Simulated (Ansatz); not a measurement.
## Pressure series in KCl

Start from KCl in the rock salt structure (space group Fm-3m, No. 225).

```xyz
2
Lattice="0.0000 3.1907 3.1907 3.1907 0.0000 3.1907 3.1907 3.1907 0.0000" Properties=species:S:1:pos:R:3 pbc="T T T"
K      0.0000     0.0000     0.0000
Cl     3.1907     3.1907     3.1907
```

Cell and atoms are relaxed at each pressure.

Calculations: DFT with PBE, PAW potentials and a 420 eV plane-wave cutoff in Ansatz (an electronic-structure program), without spin-orbit coupling.

Candidates:
(a) pressure 10 GPa
(b) pressure −2 GPa
(c) pressure 0.7 GPa
(d) pressure −1 GPa

Before the change:

```
Quantity   Result
--------  -------
Band gap  5.05 eV
```

Q: Order them by band gap, highest first.

A: (a) pressure 10 GPa (6.14 eV), (c) pressure 0.7 GPa (5.18 eV), (d) pressure −1 GPa (4.82 eV), (b) pressure −2 GPa (4.47 eV)

Load acts through the strain it causes; cell and atoms are relaxed under it. Whether these cells are dynamically stable was not tested. Competing high-pressure phases were not computed.
